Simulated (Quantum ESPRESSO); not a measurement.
**Converging zone-centre phonons against the mesh: LiH (Fm-3m, 2 atoms in the cell)**

```xyz
2
Lattice="-2.0502 0.0000 2.0502 0.0000 2.0502 2.0502 -2.0502 2.0502 0.0000" Properties=species:S:1:pos:R:3 pbc="T T T"
Li     0.0000     0.0000     0.0000
H     -2.0502     2.0502     2.0502
```

Method of the run: PBE, SSSP 1.1.2 efficiency (PBE) pseudopotentials (plane waves; Quantum ESPRESSO).

Base settings: ecutwfc = 55 Ry; ecutrho = 440 Ry; occupations = smearing; smearing = fermi-dirac; degauss = 0.0036749 Ry; potentials = {Li: li_pbe_v1.4.uspp.F.UPF, H: H.pbe-rrkjus_psl.1.0.0.UPF}; K_POINTS = automatic 10 10 10 0 0 0; conv_thr = 1e-09 Ry.

In this ladder: occupations = fixed; smearing = default; degauss = default; nbnd = 10; ph.x.tr2_ph = 1e-14; ph.x.fildyn = dyn.G; ph.x.epsil = true; dynmat.x.fildyn = dyn.G; dynmat.x.asr = simple.

Frequencies are those of the unrelaxed cell, without the LO-TO term of polar crystals.

Only quantities that move along the ladder and can be compared are tabulated.

Core times come from one kind of shared machine, to one figure; runs under 30 s give none.

The starting cell has typed, rounded lattice constants, without a prior relaxation at this level. Its lattice was rescaled by up to half a per cent.

Steps (K_POINTS): automatic 4 4 4 0 0 0; automatic 5 5 5 0 0 0; automatic 6 6 6 0 0 0; automatic 7 7 7 0 0 0; automatic 9 9 9 0 0 0; automatic 11 11 11 0 0 0; automatic 13 13 13 0 0 0; automatic 16 16 16 0 0 0; automatic 20 20 20 0 0 0; automatic 25 25 25 0 0 0.

### Question
What is the coarsest K_POINTS that holds the largest Born charge (mean of the diagonal) within 0.005 e of the last step, with all finer ones?

### Answer
automatic 7 7 7 0 0 0; the step before is off by 0.021 e.

### Question
What is the coarsest K_POINTS that holds the mean ε∞ within 0.5 of the last step, with all finer ones?

### Answer
automatic 5 5 5 0 0 0; the step before is off by 1.2.

### Question
What is the coarsest K_POINTS that holds the highest zone-centre frequency within 1 cm⁻¹ of the last step, with all finer ones?

### Answer
automatic 7 7 7 0 0 0; the step before is off by 3.2 cm⁻¹.

```tsv
K_POINTS	highest zone-centre frequency (cm⁻¹)	largest Born charge (mean of the diagonal) (e)	mean ε∞	core time / last (rough)
automatic 4 4 4 0 0 0	478.1	1.176	5.447	–
automatic 5 5 5 0 0 0	509.7	1.036	4.371	–
automatic 6 6 6 0 0 0	511.5	1.050	4.493	–
automatic 7 7 7 0 0 0	514.3	1.033	4.332	–
automatic 9 9 9 0 0 0	514.6	1.030	4.289	–
automatic 11 11 11 0 0 0	514.6	1.029	4.275	–
automatic 13 13 13 0 0 0	514.6	1.029	4.270	–
automatic 16 16 16 0 0 0	514.6	1.029	4.269	0.3
automatic 20 20 20 0 0 0	514.6	1.029	4.269	0.6
automatic 25 25 25 0 0 0	514.6	1.029	4.269	1
```
